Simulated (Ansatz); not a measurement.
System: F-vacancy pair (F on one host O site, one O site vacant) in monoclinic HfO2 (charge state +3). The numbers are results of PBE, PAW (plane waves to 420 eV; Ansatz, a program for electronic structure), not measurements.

96-site cell at the relaxed PBE lattice, the Γ point alone, smearing 0.01 eV, spin-restricted, no finite-size correction. Energies are static. Spin-orbit coupling is left out. The charge state is imposed; whether it is stable for some Fermi level was not computed. Forms of the defect that were not tried may lie lower. The start lies 0.69 eV above the lowest site run (PBE).

Barriers: single points on a 2×2×2 k-point mesh shifted by half a step at the bands' geometries.

Relaxed starting cell (atoms counted from 1):

```
Hf32FO62
1.0
   10.32305     0.00000     0.00000
    0.00000    10.42402     0.00000
   -1.79660     0.00000    10.55307
Hf F O
32 1 62
Cartesian
  0.78903   2.57454   3.50514
 -0.12807   2.39564   9.00563
  0.77552   7.60365   3.73169
 -0.13501   7.59448   9.04561
  5.94406   2.39531   3.73751
  5.08025   2.37610   9.03166
  5.96024   7.52501   3.72299
  5.03663   7.60026   9.03319
  3.52125   2.83103   1.52002
  2.64268   2.93069   6.97887
  3.47355   8.00237   1.51424
  2.60225   8.03076   6.84254
  8.58087   2.82397   1.50376
  7.73824   2.82107   6.81511
  8.63726   8.04095   1.52870
  7.67405   8.01085   6.83876
  3.06212   4.98221   4.21174
  2.09458   5.03182   9.48617
  3.13026  10.09158   4.10727
  2.13467  10.20937   9.47448
  8.16899   4.98970   4.18692
  7.28263   4.98406   9.46315
  8.03890  10.13330   4.13535
  7.29427  10.19998   9.44654
  1.23078   0.19126   1.09186
  0.20396   0.04397   6.53361
  1.20553   5.45047   1.09122
  0.27942   5.48185   6.41389
  6.38650   0.20856   1.07925
  5.48508   0.23541   6.38710
  6.39938   5.43242   1.09272
  5.51421   5.43201   6.40390
 -0.15670   0.95162   4.57829
 -1.29457   0.87674   9.74140
 -0.40001   6.07289   4.47445
 -1.34237   6.11605   9.77351
  4.71197   0.91623   4.49188
  3.82747   0.91810   9.76020
  4.74934   6.07683   4.48028
  3.82678   6.13297   9.76935
  4.68087   4.30957   0.79439
  3.76172   4.40069   6.12717
  4.67973   9.51220   0.78669
  3.76686   9.54445   6.04967
  9.82971   4.30309   0.81023
  8.95480   4.29956   6.06832
  9.85510   9.50434   0.77446
  8.87461   9.52422   6.03840
  4.22512   3.50655   3.42979
  3.36397   3.55871   8.75432
  4.26356   8.66796   3.40322
  3.32524   8.73226   8.70363
  9.34345   3.48177   3.41904
  8.49684   3.49401   8.71290
  9.40677   8.79008   3.44353
  8.49500   8.73199   8.67782
 -0.01198   1.67539   1.80824
 -0.88786   1.67020   7.11157
  0.02291   6.93433   1.87373
 -0.89491   6.92608   7.12651
  5.19644   1.69605   1.84866
  4.26520   1.71484   7.11641
  5.19207   6.89276   1.84516
  4.30755   6.95173   7.11131
  1.58301   3.49735   5.18205
  0.53114   3.86528  10.44382
  1.43162   9.25706   5.18555
  0.53949   9.07252  10.44284
  6.59323   3.85965   5.17044
  5.69630   3.86506  10.43336
  6.55864   9.06279   5.12747
  5.70328   9.08764  10.43587
  2.82924   1.33155   0.12542
  2.80267   6.53919   0.12837
  1.88735   6.56608   5.41138
  7.97362   1.33445   0.10686
  7.10061   1.30970   5.37863
  7.98495   6.55092   0.12521
  7.08882   6.53656   5.39929
  2.33527   1.25144   2.89059
  1.50671   1.25340   7.89511
  2.36753   6.46244   2.77982
  1.45441   6.51174   8.05588
  7.54668   1.23816   2.76444
  6.62132   1.26868   8.02749
  7.55099   6.46880   2.76345
  6.63050   6.48449   8.04368
  1.88184   3.96612   2.50171
  0.98655   3.98987   7.82380
  1.91411   9.12351   2.51103
  0.95016   9.12775   7.84836
  7.02713   3.93333   2.51744
  6.15477   3.94430   7.80404
  7.02939   9.13557   2.52410
  6.13757   9.16546   7.78450
```
Cell charge +3.

End state 1 differs by these moves (Å; atoms that move under 0.08 Å are left out):

| atom | element | Δx | Δy | Δz |
|---|---|---|---|---|
| 1 | Hf | 0.10 | 0.05 | 0.05 |
| 23 | Hf | -0.10 | -0.04 | -0.01 |
| 26 | Hf | 0.08 | -0.01 | 0.04 |
| 33 | F | 1.59 | 0.37 | 0.69 |
| 48 | O | 0.04 | 0.07 | -0.09 |
| 53 | O | 0.02 | -0.08 | 0.10 |
| 56 | O | 0.04 | 0.06 | -0.04 |
| 57 | O | -0.03 | -0.09 | 0.19 |
| 65 | O | -0.08 | 0.35 | -0.01 |
| 67 | O | -0.06 | -0.08 | -0.01 |
| 80 | O | 0.05 | 0.03 | -0.09 |
| 81 | O | -0.02 | 0.00 | 0.11 |

Problem. What forward and backward barriers to end state 1 does PBE, PAW give?

Solution. forward 0.057 eV, backward 0.12 eV; at the saddle point atom 33 has neighbours Hf at 2.07, Hf at 2.08; O at 2.55 Å. The saddle point's order was not checked.

End state 2 differs by these moves (Å; atoms that move under 0.08 Å are left out):

```tsv
atom	element	Δx	Δy	Δz
1	Hf	0.01	-0.19	0.02
10	Hf	-0.02	-0.17	-0.02
17	Hf	0.12	0.12	-0.11
19	Hf	-0.05	0.06	0.02
26	Hf	0.13	0.16	-0.10
28	Hf	-0.04	0.07	0.04
33	F	-0.32	-0.10	-0.16
42	O	-0.28	-0.10	-0.16
53	O	0.07	-0.01	0.05
57	O	0.00	-0.06	0.05
65	O	0.07	-1.79	0.18
67	O	0.00	-0.09	-0.05
80	O	0.05	-0.02	-0.17
81	O	-0.04	-0.01	0.14
88	O	-0.04	-0.02	0.17
89	O	0.01	-0.03	-0.13
```

Problem. Predict the forward and backward barriers to end state 2 from PBE, PAW.

Solution. forward 0.19 eV, backward 0.47 eV; at the saddle point atom 65 has neighbours Hf at 1.99, Hf at 2.03 Å. The saddle point's order was not checked.
